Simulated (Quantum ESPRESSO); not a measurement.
## Sensitivity of a calculation on Sn3Bi (I4/mmm, 4 atoms in the cell) to its settings

```
Sn3Bi
1.0
   -2.35125     2.35125     5.28308
    2.35125    -2.35125     5.28308
    2.35125     2.35125    -5.28308
Sn Bi
3 1
Direct
  0.50000   0.50000   0.00000
  0.25000   0.75000   0.50000
  0.75000   0.25000   0.50000
  0.00000   0.00000   0.00000
```

Base run A: Quantum ESPRESSO 7.5 with PBEsol, SSSP 1.1.2 efficiency (PBE) pseudopotentials, self-consistent single point.

Its settings: ecutwfc = 40 Ry; ecutrho = 320 Ry; occupations = smearing; smearing = cold; degauss = 0.0073499 Ry; input_dft = pbesol; potentials = {Sn: Sn_pbe_v1.uspp.F.UPF, Bi: Bi_pbe_v1.uspp.F.UPF}; K_POINTS = automatic 7 7 7 0 0 0; conv_thr = 1e-11 Ry.

The starting cell comes from a database of computed structures (which also holds hypothetical and non-ambient phases and stackings), without a prior relaxation at this level.

ΔF is the free energy per atom less that of run A. A dash stands where there is no value to compare (another energy zero or no entropy term, no result, no spin, no clean gap, or a mesh too coarse for one). Absolute energies have different zeros for different potentials, functionals, Hubbard and dispersion terms and are not compared across them.

Runs:
- B: smearing: cold → fd
- C: degauss: 0.0073499 Ry → 0.02205 Ry; K_POINTS: automatic 7 7 7 0 0 0 → automatic 6 6 6 0 0 0
- D: lattice scaled by 1.03
- E: nbnd: default → 33
- F: ecutrho: 320 Ry → 160 Ry
- G: vdw_corr: default → grimme-d3; dftd3_version: default → 4; dftd3_threebody: default → false [PBEsol-D3(BJ)]
- H: K_POINTS: automatic 7 7 7 0 0 0 → automatic 9 9 9 0 0 0
- I: input_dft: pbesol → wc [Wu-Cohen GGA]
- J: conv_thr: 1e-11 Ry → 1e-13 Ry

```
run  ΔF (meV/atom)  pressure (GPa)  k-points
---  -------------  --------------  --------
A             0.00           -2.79        40
B            -10.5           -2.70        40
C             -5.2           -2.87        30
D             71.2           -5.71        40
E             0.00           -2.79        40
F            -1.33           -2.73        40
G                –           -5.13        40
H             -5.6           -2.82        75
I                –           -2.57        40
J             0.00           -2.79        40
```

Run J against A: The free energy hardly moves (within 1 meV/atom) and the pressure stays at -2.79 GPa.

Run B against A: The free energy goes down by 10.5 meV/atom and the pressure moves little (-2.79 to -2.70 GPa).

Run I against A: The pressure goes from -2.79 to -2.57 GPa.
